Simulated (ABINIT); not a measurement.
# Input and output of a self-consistent single point for LuTlTe2 (R-3m, 4 atoms in the cell) (ABINIT)

Level of theory: LDA (PW92), PAW (JTH v2.0 LDA PAW) (plane waves; ABINIT 10.0.3).

Input:

```
# LuTlTe2, JTH v2.0 LDA PAW
pp_dirpath "./"
pseudos "Lu.LDA_PW-JTH.xml, Tl.LDA_PW-JTH.xml, Te.LDA_PW-JTH.xml"
acell 3*1.0 Angstrom
rprim
         2.1890262162    1.2638348752    8.1383930000
        -2.1890262162    1.2638348752    8.1383930000
        -0.0000000000   -2.5276697504    8.1383930000
natom 4
ntypat 3
znucl 71 81 52
typat 1 2 3 3
xcart
        -0.0000000000   -0.0000000000   12.2075895000
         0.0000000000    0.0000000000    0.0000000000
        -0.0000000000   -0.0000000000   18.6530990953
        -0.0000000000   -0.0000000000    5.7620799047
      Angstrom
ecut 24 Ha
pawecutdg 48 Ha
pawxcdev 0
ixc 7
occopt 1
nband 29
kptopt 1
ngkpt 5 5 5
nshiftk 1
shiftk 0 0 0
nstep 50
tolvrs 1.0e-10
diemac 4
prtwf 0
prtden 0
```

Log, with long lists cut:

```
 Symmetries : space group R-3 m (#166); Bravais hR (rhombohedral)

 -outvars: echo values of preprocessed input variables --------
            acell      1.8897261329E+00  1.8897261329E+00  1.8897261329E+00 Bohr
           diemac      4.00000000E+00
             ecut      2.40000000E+01 Hartree
              ixc           7
         kptrlatt        5    0    0      0    5    0      0    0    5
          kptrlen      4.13666005E+01
            natom           4
            nband          29
            ngfft          72      72      72
          ngfftdg         108     108     108
             nkpt          19
            nstep          50
             nsym          12
           ntypat           3
        pawecutdg      4.80000000E+01 Hartree
         pawxcdev           0
            rprim      2.1890262162E+00  1.2638348752E+00  8.1383930000E+00
                      -2.1890262162E+00  1.2638348752E+00  8.1383930000E+00
                      -0.0000000000E+00 -2.5276697504E+00  8.1383930000E+00
          spgroup         166
           tolvrs      1.00000000E-10
            typat      1  2  3  3
           useylm           1
             xred      5.0000000000E-01  5.0000000000E-01  5.0000000000E-01
                       0.0000000000E+00  0.0000000000E+00  0.0000000000E+00
                       7.6399600000E-01  7.6399600000E-01  7.6399600000E-01
                       2.3600400000E-01  2.3600400000E-01  2.3600400000E-01
            znucl       71.00000   81.00000   52.00000

== DATASET  1 ==================================================================

 Exchange-correlation functional for the present dataset will be:
  LDA: Perdew-Wang 92 LSD fit to Ceperley-Alder data - ixc=7
 Citation for XC functional:
  J.P.Perdew and Y.Wang, PRB 45, 13244 (1992)

 Real(R)+Recip(G) space primitive vectors, cartesian coordinates (Bohr,Bohr^-1):
 R(1)=  4.1366600  2.3883018 15.3793339  G(1)=  0.1208705  0.0697846  0.0216741
 R(2)= -4.1366600  2.3883018 15.3793339  G(2)= -0.1208705  0.0697846  0.0216741
 R(3)=  0.0000000 -4.7766036 15.3793339  G(3)=  0.0000000 -0.1395692  0.0216741
 Unit cell volume ucvol=  9.1164932E+02 bohr^3
 Angles (23,13,12)=  2.97689668E+01  2.97689668E+01  2.97689668E+01 degrees

 Coarse grid specifications (used for wave-functions):

 getcut: wavevector=  0.0000  0.0000  0.0000  ngfft=  72  72  72
         ecut(hartree)=     24.000   => boxcut(ratio)=   2.02761

 Fine grid specifications (used for densities):

 getcut: wavevector=  0.0000  0.0000  0.0000  ngfft= 108 108 108
         ecut(hartree)=     48.000   => boxcut(ratio)=   2.15035

   1.56613098E+04                                ecore*ucvol(ha*bohr**3)

_setup2: Arith. and geom. avg. npw (full set) are    5120.792    5120.774

--- !BeginCycle
solver: {iscf: 17, nstep: 50, nline: 4, wfoptalg: 10, }
tolerances: {tolvrs: 1.00E-10, }
...

     iter   Etot(hartree)      deltaE(h)  residm     nres2
 ETOT  1  -338.15628922006    -3.382E+02 6.170E+00 5.453E+02
 ETOT  2  -346.65113802736    -8.495E+00 4.868E-01 3.018E+02
 ETOT  3  -346.55326803892     9.787E-02 9.445E-01 8.876E+01
 ETOT  4  -346.54383005619     9.438E-03 4.584E-02 4.374E+01
 ETOT  5  -346.54792748295    -4.097E-03 1.996E-02 2.591E+01
 ETOT  6  -346.54063536291     7.292E-03 1.399E-02 1.067E+01
   [... 15 lines left out ...]
 ETOT 22  -346.53732796292    -4.269E-11 4.391E-04 2.667E-08
 ETOT 23  -346.53732796288     4.042E-11 6.360E-04 1.137E-09
 ETOT 24  -346.53732796290    -1.813E-11 5.988E-04 3.226E-10
 ETOT 25  -346.53732796290    -2.615E-12 8.457E-04 1.275E-10
 ETOT 26  -346.53732796287     2.518E-11 7.943E-04 2.951E-11

 At SCF step   26       nres2   =  2.95E-11 < tolvrs=  1.00E-10 =>converged.

 Cartesian components of stress tensor (hartree/bohr^3)
  sigma(1 1)=  1.08936576E-04  sigma(3 2)=  0.00000000E+00
  sigma(2 2)=  1.08936576E-04  sigma(3 1)=  0.00000000E+00
  sigma(3 3)=  1.17394763E-04  sigma(2 1)=  0.00000000E+00

 ----iterations are completed or convergence reached----

 reduced coordinates (array xred) for    4 atoms
       0.500000000000      0.500000000000      0.500000000000
       0.000000000000      0.000000000000      0.000000000000
       0.763996000001      0.763996000001      0.763996000001
       0.236003999999      0.236003999999      0.236003999999
 cartesian forces (eV/Angstrom) at end:
    1     -0.00000000000000    -0.00000000000000    -0.00000000000000
    2     -0.00000000000000    -0.00000000000000    -0.00000000000000
    3     -0.00000000000000    -0.00000000000000     0.02623134820465
    4     -0.00000000000000    -0.00000000000000    -0.02623134820465
 frms,max,avg= 1.0708903E-02 2.6231348E-02   0.000E+00  0.000E+00  0.000E+00 e/A
 length scales=  1.889726132886  1.889726132886  1.889726132886 bohr
              =  1.000000000000  1.000000000000  1.000000000000 angstroms
 Fermi (or HOMO) energy (hartree) =  -0.04416   Average Vxc (hartree)=  -0.33821
 Eigenvalues (hartree) for nkpt=  19  k points:
 kpt#   1, nband= 29, wtk=  0.00800, kpt=  0.0000  0.0000  0.0000 (reduced coord)
  -2.13943   -1.06089   -1.05997   -1.05997   -0.47908   -0.46474   -0.46474   -0.46268
  -0.46268   -0.46257   -0.44561   -0.29726   -0.25371   -0.25367   -0.25367   -0.25345
  -0.25306   -0.25306   -0.25276   -0.13831   -0.12566   -0.12566   -0.10900   -0.07116
  -0.07116    0.01710    0.01710    0.01725    0.05285
 prteigrs : prtvol=0 or 1, do not print more k-points.

--- !EnergyTerms
comment             : Components of total free energy in Hartree
kinetic             :  2.42069629705004E+01
hartree             :  1.21641834469186E+02
xc                  : -1.61082588075045E+01
Ewald energy        : -1.67943263277625E+02
psp_core            :  1.71790944665200E+01
local_psp           : -2.98169675218115E+02
spherical_terms     : -2.73440224489385E+01
total_energy        : -3.46537327845976E+02
total_energy_eV     : -9.42976024983552E+03
...

-Cartesian components of stress tensor (GPa)         [Pressure= -3.2880E+00 GPa]
- sigma(1 1)=  3.20502419E+00  sigma(3 2)=  0.00000000E+00
- sigma(2 2)=  3.20502418E+00  sigma(3 1)=  0.00000000E+00
- sigma(3 3)=  3.45387259E+00  sigma(2 1)=  0.00000000E+00

 Calculation completed.
```

The run converged in 26 iterations.

The starting cell comes from a database of computed structures (which also holds hypothetical and non-ambient phases and stackings), without a prior relaxation at this level. Its lattice was rescaled by a random factor within 2.5 % of one. With a pressure of about -3 GPa the cell is away from its equilibrium volume at this level.

Cost on one core of a shared machine: roughly 5 min.
